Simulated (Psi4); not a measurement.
Psi4 1.11, unrestricted PBE/def2-svpd: 2-butanone cation (CCC(C)=O), charge +1, multiplicity 2, 13 atoms. The geometry is a generated start, not checked to be a minimum at this level.

```yaml
task: energy
method: pbe
basis: def2-svpd
memory: 3 GB
maxiter: 100
keys_of_the_molecule_block: symmetry c1
scf_type: df (default)
e_convergence: 1e-06 (default)
d_convergence: 1e-06 (default)
dft_radial_points: 75 (default)
dft_spherical_points: 302 (default)
basis_functions: 167
grid_points: 278135
```

```xyz
13

C      1.5407     0.2788    -0.3691
C      0.6154    -0.6652     0.4013
C     -0.7796    -0.6468    -0.1943
C     -1.6254     0.5418     0.1807
O     -1.1699    -1.5141    -0.9339
H      2.5551     0.1969     0.0141
H      1.2187     1.3127    -0.2677
H      1.5495     0.0182    -1.4249
H      1.0028    -1.6830     0.3329
H      0.5765    -0.3659     1.4496
H     -1.1930     1.4464    -0.2466
H     -1.6544     0.6607     1.2610
H     -2.6364     0.4195    -0.2031
```

Charge 1 and multiplicity 2 are set for this test and not shown to be the ground state.

With the defaults (diis = true, scf_initial_accelerator = adiis, damping_percentage = 0, guess = auto, which took SAD, soscf = false, soscf_start_convergence = 0.01, diis_start = 1, diis_max_vecs = 10) it converges in 11 SCF iterations. One run each on 2 threads, with these changes:
- damping_percentage = 60
- diis = false, scf_initial_accelerator = none, damping_percentage = 60
- guess = core
- diis_start = 4
- guess = sapgau
- soscf = true, soscf_start_convergence = 0.001
- guess = huckel
- guess = gwh
- diis_max_vecs = 20

**Question.** Name the settings that don't reach the solution of the defaults.

**Answer.** No convergence: diis = false, scf_initial_accelerator = none, damping_percentage = 60 (the run ends without SCF convergence in 100 iterations). The rest reach the solution of the defaults.

| setting | SCF iterations | JK calls | end |
|---|---|---|---|
| soscf = true, soscf_start_convergence = 0.001 | 9 | 20 | same solution |
| the defaults | 11 | 12 | same solution |
| diis_max_vecs = 20 | 11 | 12 | same solution |
| guess = sapgau | 12 | 12 | same solution |
| guess = huckel | 13 | 30 | same solution |
| guess = gwh | 15 | 15 | same solution |
| guess = core | 15 | 15 | same solution |
| diis_start = 4 | 18 | 19 | same solution |
| damping_percentage = 60 | 55 | 56 | same solution |
| diis = false, scf_initial_accelerator = none, damping_percentage = 60 | 100 | 101 | no convergence |

An SOSCF iteration holds several JK calls; a Hückel guess adds calls on atoms. 1 further run of the study ended by our limits or in an error and is left out.
